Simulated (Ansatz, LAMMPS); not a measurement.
**Amorphous Si-Ge, 512 atoms, melt quenched at 10 K/ps**

Cell 22.24 × 22.24 × 22.24 Å, Si400Ge112, 512 atoms. Prepared with Tersoff's 1989 multicomponent potential (SiCGe.tersoff) in LAMMPS: melt at 4000 K, cooled from 2800 to 500 K at 10 K/ps at fixed volume, minimised. 

That structure was relaxed on with Ansatz (a first-principles code) with PBE, support functions at accuracy medium on the grid of 370 eV. Basis: localised support functions (accuracy medium) on a full density matrix. k-points: zone centre alone; occupations: Fermi-Dirac, 0.030 eV; spin polarisation not allowed. No spin-orbit coupling.

The relaxation was stopped after a set number of steps, with force components up to 0.367 eV/Å left.

Question: What does DFT change in the classical structure?

Answer: The energy falls by 23.2 meV an atom over 16 steps; atoms move by 0.265 Å root mean square, 1.46 Å at most.
```csv
quantity,classical minimum,after DFT steps
2-fold atoms (%),0.0,0.4
3-fold atoms (%),1.0,2.1
4-fold atoms (%),88.7,91.8
5-fold atoms (%),10.0,5.7
6-fold atoms (%),0.4,0.0
spread of bond angles (°),14.4,13.5
"energy over the crystal(s), each by its own level (eV/atom)",0.269,0.223
```
